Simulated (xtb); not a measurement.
xtb 6.7.1, GFN2-xTB: Ti(OH)2(OSiH3)2 ([OH][Ti]([OH])([O][SiH3])[O][SiH3]), 15 atoms. The geometry is a generated start, not checked to be a minimum at this level.

| Property | Result |
|---|---|
| run flags | --grad |
| method | GFN2-xTB |
| --acc | 1 (default) |
| --etemp (K) | 300 (default) |
| basis functions | 54 |
| valence electrons | 44 |

```xyz
15

Ti    -0.3751     1.0786     0.0010
O     -0.9071     2.6823    -0.2236
H     -1.5236     3.4097    -0.1396
O     -0.7593     0.4914     1.5758
H     -0.5910    -0.3637     1.9834
O      1.3551     0.8936    -0.2577
Si     2.4704     0.0227     0.4941
H      2.7276     0.6004     1.8363
H      3.6830     0.0813    -0.3355
H      2.0221    -1.3894     0.6565
O     -1.0994    -0.0227    -1.1592
Si    -1.6269    -1.5360    -1.1152
H     -0.5217    -2.4658    -0.7700
H     -2.1560    -1.8298    -2.4540
H     -2.6983    -1.6525    -0.0923
```

Charge 0 and multiplicity 1 are set for this test and not shown to be the ground state.

One run each on 1 thread. Values of broydamp tried: 0.02, 0.05, 0.1, 0.2, 0.4 (default), 0.6, 0.8, 1.

### Question
How does the count of SCC iterations change with broydamp, and where is it least?

### Answer
Fewest SCC iterations, within one of each other: 0.4 (default) with 12, 0.6 with 12, 0.8 with 13. The count rises to 21 at 0.02. All converge to one solution.

```tsv
broydamp	SCC iterations	end
0.02	21	same solution
0.05	19	same solution
0.1	18	same solution
0.2	15	same solution
0.4 (default)	12	same solution
0.6	12	same solution
0.8	13	same solution
1	15	same solution
```
